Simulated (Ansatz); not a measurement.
The structure below was relaxed with Ansatz (a quantum-chemistry and plane-wave program) PBEsol, no spin-orbit coupling.

Space group Pm (No. 6); a = 6.660 Å, b = 3.670 Å, c = 9.213 Å, α = 90.00°, β = 98.29°, γ = 90.00°

```json
[
 {"atom": "Ge", "site": "1a", "symmetry": "m", "x": "0.9988", "y": "0.0000", "z": "0.9163"},
 {"atom": "Ge", "site": "1b", "symmetry": "m", "x": "0.4172", "y": "0.5000", "z": "0.4404"},
 {"atom": "Ge", "site": "1b", "symmetry": "m", "x": "0.5987", "y": "0.5000", "z": "0.0689"},
 {"atom": "Ge", "site": "1a", "symmetry": "m", "x": "0.0059", "y": "0.0000", "z": "0.5965"},
 {"atom": "Si", "site": "1b", "symmetry": "m", "x": "0.7362", "y": "0.5000", "z": "0.8197"},
 {"atom": "Si", "site": "1a", "symmetry": "m", "x": "0.1155", "y": "0.0000", "z": "0.3472"},
 {"atom": "Mg", "site": "1a", "symmetry": "m", "x": "0.3924", "y": "0.0000", "z": "0.8708"},
 {"atom": "Mg", "site": "1b", "symmetry": "m", "x": "0.7974", "y": "0.5000", "z": "0.3737"},
 {"atom": "Si", "site": "1b", "symmetry": "m", "x": "0.2494", "y": "0.5000", "z": "0.6574"},
 {"atom": "Si", "site": "1a", "symmetry": "m", "x": "0.8446", "y": "0.0000", "z": "0.1427"},
 {"atom": "Si", "site": "1a", "symmetry": "m", "x": "0.6318", "y": "0.0000", "z": "0.6299"},
 {"atom": "Mg", "site": "1b", "symmetry": "m", "x": "0.2120", "y": "0.5000", "z": "0.1364"}
]
```

Task: Write out a cell with all atoms.

Result: 
```xyz
12
Lattice="6.6598 0.0000 0.0000 0.0000 3.6700 0.0000 -1.3280 0.0000 9.1164" Properties=species:S:1:pos:R:3 pbc="T T T"
Ge     5.4350     0.0000     8.3534
Ge     2.1935     1.8350     4.0148
Ge     3.8956     1.8350     0.6279
Ge    -0.7527     0.0000     5.4379
Si     3.8146     1.8350     7.4731
Si     0.3084     0.0000     3.1653
Mg     1.4568     0.0000     7.9387
Mg     4.8139     1.8350     3.4071
Si     0.7881     1.8350     5.9933
Si     5.4353     0.0000     1.3013
Si     3.3713     0.0000     5.7422
Mg     1.2308     1.8350     1.2432
```
This is the conventional cell.

Each cell is one ordered arrangement of few atoms, which overstates ordering effects compared with a random alloy. Whether these cells are dynamically stable was not tested. The final runs are not spin-polarised. The cell was made from Mg2Ge by this change: x(Si) = 0.625, 12 atoms, Pm. Under x(Si) = 0.625, 12 atoms, Pm the cell changed shape so far that it is another structure.
